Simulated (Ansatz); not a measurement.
Energy from pressure between two volumes: BaTiO3 (P4mm, 5 atoms in the cell)

```yaml
crystal:
  lattice:
    - [3.97005, 0.00000, 0.00000]
    - [0.00000, 3.97005, 0.00000]
    - [0.00000, 0.00000, 4.01980]
  atoms:
    - { symbol: Ba, position: [0.00000, 0.00000, 0.01244] }
    - { symbol: Ti, position: [0.50000, 0.50000, 0.51300] }
    - { symbol: O, position: [0.50000, 0.50000, 0.97700] }
    - { symbol: O, position: [0.00000, 0.50000, 0.48700] }
    - { symbol: O, position: [0.50000, 0.00000, 0.48700] }
```

Computed with PBE (plane waves, PAW; Ansatz, a quantum-chemistry and plane-wave program).

Settings: basis.ecutwfc = 1010 eV; kpoints.mp_grid.grid = 6 6 6; hamiltonian.xc = pbe; hamiltonian.pseudopotentials = {kind: paw} (the program's default PAW files); scf.occupations.method = fermi_dirac; scf.occupations.width = 0.02 eV. This cutoff ends a ladder whose last two steps agree within 1 meV/atom.

The second cell is the first with its lattice scaled by 0.98, at the same fractional positions.

The starting cell has typed, rounded lattice constants, without a prior relaxation at this level. Its lattice was rescaled by up to half a per cent. One atom was moved a little off its site on purpose. Ansatz's pressure includes its estimate of the finite-basis (Pulay) stress.

| cell | volume (Å³/atom) | pressure (GPa) | F less the first cell's (meV/atom) |
|---|---|---|---|
| first | 12.6715 | 5.63 | 0.00 |
| second | 11.9263 | 18.43 | ? |

**Question.** Estimate the energy of the second cell from the pressures, and the bulk modulus between the two volumes.

**Answer.** With P = −dF/dV, the trapezoid gives ΔF ≈ −(P₁ + P₂)/2 · ΔV = −(12.030 GPa) · (-0.7452 Å³) = 55.95 meV/atom (1 eV/Å³ = 160.22 GPa). The modulus at fixed fractional positions is B = −ΔP/Δln V = 211 GPa, a mean over the interval; zero pressure lies outside it, so this is not the modulus at equilibrium. P(V) is curved, so the trapezoid lies high by about |ΔV|³·B·(1 + B′)/(12·V̄²) = 1.50 meV/atom for an assumed B′ = 4, which leaves 54.45 meV/atom. The runs gave 54.40 meV/atom, a miss of 0.05 meV/atom. Cases were kept where this miss is small, so the page shows the method and is no test of it.

Left out of this page: 15 runs of the series outside the window shown, repeating another row's setting, or not comparable.

Keys are those of Ansatz 0.2.
